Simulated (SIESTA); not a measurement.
Worked example: self-consistent single point of ZrBeB (P-6m2, 3 atoms in the cell) in SIESTA.

Method of the run: GGA PBEsol, numerical atomic orbitals DZP, PseudoDojo PBEsol standard norm-conserving potentials (rewritten from UPF to PSML) in SIESTA 5.4.2.

The change in words: lattice scaled by 0.98. Reference geometry:
```
ZrBeB
1.0
    3.41327     0.00000     0.00000
   -1.70663     2.95598     0.00000
    0.00000     0.00000     3.49602
Zr Be B
1 1 1
Direct
  0.00000   0.00000   0.00000
  0.33333   0.66667   0.50000
  0.66667   0.33333   0.50000
```

Reference input (self-consistent single point, DFT, GGA PBEsol, numerical atomic orbitals DZP, PseudoDojo PBEsol standard norm-conserving potentials (rewritten from UPF to PSML)): XC.functional = GGA; XC.authors = PBEsol; potentials = PseudoDojo PBEsol standard; PAO.BasisSize = DZP; PAO.EnergyShift = 0.01 Ry; MeshCutoff = 400 Ry; kgrid.MonkhorstPack = 11 11 9; OccupationFunction = MP; OccupationMPOrder = 0; ElectronicTemperature = 100 meV; PAO.Polarization.NonPerturbative = true; MaxSCFIterations = 150. This run's input differs from it in these lines:

```diff
@@ -13,5 +13,5 @@
 %block LatticeVectors
-     3.413270000    0.000000000    0.000000000
-    -1.706635000    2.955979000    0.000000000
-     0.000000000    0.000000000    3.496020000
+     3.345005000    0.000000000    0.000000000
+    -1.672502000    2.896859000    0.000000000
+     0.000000000    0.000000000    3.426100000
 %endblock LatticeVectors
@@ -20,4 +20,4 @@
      0.000000000    0.000000000    0.000000000  1
-    -0.000001707    1.970653652    1.748010000  2
-     1.706636707    0.985325348    1.748010000  3
+    -0.000001339    1.931240299    1.713050000  2
+     1.672504339    0.965618701    1.713050000  3
 %endblock AtomicCoordinatesAndAtomicSpecies
```

Output, abridged:

```
        iscf     Eharris(eV)        E_KS(eV)     FreeEng(eV)     dDmax    Ef(eV) dHmax(eV)
   scf:    1    -1787.581804    -1829.401011    -1829.406355  1.302662 -8.750715 11.441675
   scf:    2    -1837.729483    -1834.243984    -1834.249298  0.366361 -9.111438  5.360587
   scf:    3    -1835.295269    -1835.142588    -1835.149343  0.201082 -9.335026  0.839147
   scf:    4    -1834.879162    -1835.103799    -1835.110247  0.073815 -9.302597  1.169848
   scf:    5    -1835.221959    -1835.200432    -1835.207691  0.027340 -9.351892  0.062429
   [... 2 lines left out ...]
   scf:    8    -1835.200732    -1835.200723    -1835.207982  0.001269 -9.359074  0.004997
   scf:    9    -1835.200726    -1835.200725    -1835.207984  0.000250 -9.359117  0.000505
   scf:   10    -1835.200725    -1835.200725    -1835.207984  0.000016 -9.359122  0.000065
   scf:   11    -1835.200725    -1835.200725    -1835.207984  0.000001 -9.359125  0.000026
SCF Convergence by DM+H criterion
max |DM_out - DM_in|         :     0.0000011080
max |H_out - H_in|      (eV) :     0.0000262318
SCF cycle converged after 11 iterations

Using DM_out to compute the final energy and forces

siesta: E_KS(eV) =            -1835.2007

siesta: E_KS - E_eggbox =     -1835.2007

siesta: Atomic forces (eV/Ang):
     1    0.000046   -0.000027   -0.000000
     2    0.000275   -0.000159    0.000000
     3   -0.000307    0.000179    0.000000
   Tot    0.000013   -0.000008   -0.000000
   Max    0.000307
   Res    0.000160    sqrt( Sum f_i^2 / 3N )
   Max    0.000307    constrained

Stress tensor Voigt[x,y,z,yz,xz,xy] (kbar):      -82.21      -81.89      -58.92       -0.00        0.00        0.28
(Free)E + p*V (eV/cell)    -1833.6676
Target enthalpy (eV/cell)    -1835.2080

   [... lines left out ...]
siesta: FreeEng =     -1835.207984
siesta: Cell volume =         33.198936 Ang**3
siesta:          74.33936505         74.34980091  kBar
   [... lines left out ...]
               3dxy    3dyz    3dz2    3dxz    3dx2-y2
   3  4.223   1.105   0.111   0.690   0.482   0.690   0.216   0.253   0.216
              0.110   0.063   0.112   0.063   0.110

mulliken: Qtot =       19.000

Mulliken Atomic Populations:
Atom #   charge [q] valence [e]  Species
     1     1.177992   10.822008  Zr
     2     0.044936    3.955064  Be
     3    -1.222928    4.222928  B
 Total     0.000000
```

The run converged in 11 iterations. Against the reference run the free energy rises by 6.6 meV/atom and the pressure goes from -3.75 to 7.43 GPa.

The starting cell comes from a database of computed structures (which also holds hypothetical and non-ambient phases and stackings), without a prior relaxation at this level. For this run, on top of that: lattice scaled by 0.98. Values carry the incompleteness of an atom-centred basis. With a pressure of about 7 GPa the cell is away from its equilibrium volume at this level.

Cost on one core of a shared machine: roughly 40 s.
